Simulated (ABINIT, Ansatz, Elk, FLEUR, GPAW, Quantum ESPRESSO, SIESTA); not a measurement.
Code comparison for SiMo₃ (Pm-3n, 8 atoms in the cell)

Self-consistent single point, at a second geometry (lattice scaled by 0.98). First geometry:

```
SiMo3
1.0
    4.88970     0.00000     0.00000
    0.00000     4.88970     0.00000
    0.00000     0.00000     4.88970
Si Mo
2 6
Direct
  0.50000   0.50000   0.50000
  0.00000   0.00000   0.00000
  0.00000   0.50000   0.25000
  0.00000   0.50000   0.75000
  0.25000   0.00000   0.50000
  0.75000   0.00000   0.50000
  0.50000   0.25000   0.00000
  0.50000   0.75000   0.00000
```

Shared settings, as Ansatz (a program for electronic structure) writes them: kpoints.mp_grid.grid = 5 5 5; scf.occupations.method = fermi_dirac; scf.occupations.width = 0.01 Ry. Potentials and cutoffs stand in the table.

```json
[
 {"code": "Elk", "model": "PBE, all-electron FP-LAPW, Elk's shipped species files, APW+lo basis with extra local orbitals", "ΔF from the first geometry (meV/atom)": "58.5", "pressure (GPa)": "–", "cutoff": "rgkmax 7.5"},
 {"code": "ABINIT", "model": "PBE, norm-conserving pseudopotentials (PseudoDojo nc-sr-05 PBE standard)", "ΔF from the first geometry (meV/atom)": "58.6", "pressure (GPa)": "20.27", "cutoff": "40 Ha"},
 {"code": "SIESTA", "model": "GGA PBE, numerical atomic orbitals TZP, PseudoDojo PBE standard norm-conserving potentials (rewritten from UPF to PSML)", "ΔF from the first geometry (meV/atom)": "53.6", "pressure (GPa)": "19.68", "cutoff": "grid 350 Ry"},
 {"code": "FLEUR", "model": "PBE, all-electron FLAPW (FLEUR), scalar-relativistic valence", "ΔF from the first geometry (meV/atom)": "60.8", "pressure (GPa)": "–", "cutoff": "Kmax 3.8 1/bohr"},
 {"code": "GPAW", "model": "PBE, GPAW PAW datasets PBE (gpaw-data 1.0.1)", "ΔF from the first geometry (meV/atom)": "56.5", "pressure (GPa)": "19.70", "cutoff": "550 eV"},
 {"code": "Ansatz", "model": "PBE, PAW files", "ΔF from the first geometry (meV/atom)": "57.3", "pressure (GPa)": "19.98", "cutoff": "30.9 Ry"},
 {"code": "Quantum ESPRESSO", "model": "PBE, PseudoDojo standard norm-conserving (PBE) pseudopotentials", "ΔF from the first geometry (meV/atom)": "58.6", "pressure (GPa)": "20.27", "cutoff": "80 Ry"}
]
```

A dash marks a value that a program does not give, or that is left out as unsure.

On Ansatz's run: spin polarisation is off.

The spread over the programs that give each value: ΔF from the first geometry within 7.2 meV/atom; pressure within 0.59 GPa.

SIESTA uses small atom-centred bases, whose incompleteness enters pressures, forces and empty levels differently from a plane-wave cutoff. Elk and FLEUR treat all electrons, but the usual bases taken here (sphere radii, linearisation, local orbitals, empty states) were not tested for convergence, so the values are no reference for the others. Ansatz's pressure is given at a fixed set of plane waves, as the other plane-wave codes print theirs; with its correction for the finite basis it is 20.02 GPa.

The starting cell comes from a database of computed structures (which also holds hypothetical and non-ambient phases and stackings), without a prior relaxation at this level. For this run, on top of that: lattice scaled by 0.98.

Keys are those of Ansatz 0.2.
